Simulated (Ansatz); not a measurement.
Start from WSi$_{2}$ (space group I4/mmm, No. 139; a = 3.2292 Å, c = 7.8673 Å).

The values are results of DFT with PBE, PAW potentials and a 420 eV plane-wave cutoff in Ansatz (a quantum-chemistry and plane-wave program), without spin-orbit coupling, not measurements.

One change was made to it. Results:

```json
[
 {"quantity": "shortest interatomic distance", "base": "2.603 Å", "after": "2.534 Å"},
 {"quantity": "density", "base": "9.72 g/cm³", "after": "10.83 g/cm³"}
]
```

Which change produced these results?
A) pressure 100 GPa
B) pressure −1 GPa
C) pressure 30 GPa

C, pressure 30 GPa. For comparison, the shortest interatomic distance in the other runs: pressure −1 GPa gives 2.605 Å; pressure 100 GPa gives 2.391 Å.

Load acts through the strain it causes; cell and atoms are relaxed under it. No phonon test of stability was made. No other phases were tried under pressure. All final runs are without spin polarisation.
